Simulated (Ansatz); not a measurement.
Pt, pressure series

The reference is Pt in the fcc (Cu type) structure (space group Fm-3m, No. 225; a = 3.9403 Å).

Cell and atoms are relaxed at each pressure.

Computed with r2SCAN (Ansatz, a program for electronic structure), without spin-orbit coupling.

Notes on the quantities. enthalpy: H = E + PV relative to the base's energy.

```
case               lattice parameter a       enthalpy
-----------------  -------------------  -------------
base                           3.940 Å              –
pressure −2 GPa                3.950 Å  -0.19 eV/atom
pressure −1 GPa                    ___  -0.10 eV/atom
pressure 0.9 GPa               3.936 Å  +0.09 eV/atom
pressure 2.1 GPa                   ___  +0.20 eV/atom
pressure 4.5 GPa               3.919 Å  +0.43 eV/atom
pressure 9 GPa                 3.900 Å  +0.85 eV/atom
pressure 15 GPa                    ___  +1.40 eV/atom
pressure 22.5 GPa              3.851 Å  +2.07 eV/atom
pressure 30 GPa                    ___  +2.73 eV/atom
```

### Question
Fill in the withheld entries from the trend.

### Answer

- pressure −1 GPa, lattice parameter a: 3.945 Å
- pressure 2.1 GPa, lattice parameter a: 3.930 Å
- pressure 15 GPa, lattice parameter a: 3.877 Å
- pressure 30 GPa, lattice parameter a: 3.827 Å

Load acts through the strain it causes; cell and atoms are relaxed under it. No phonon test of stability was made. No other phases were tried under pressure. The final runs are not spin-polarised.
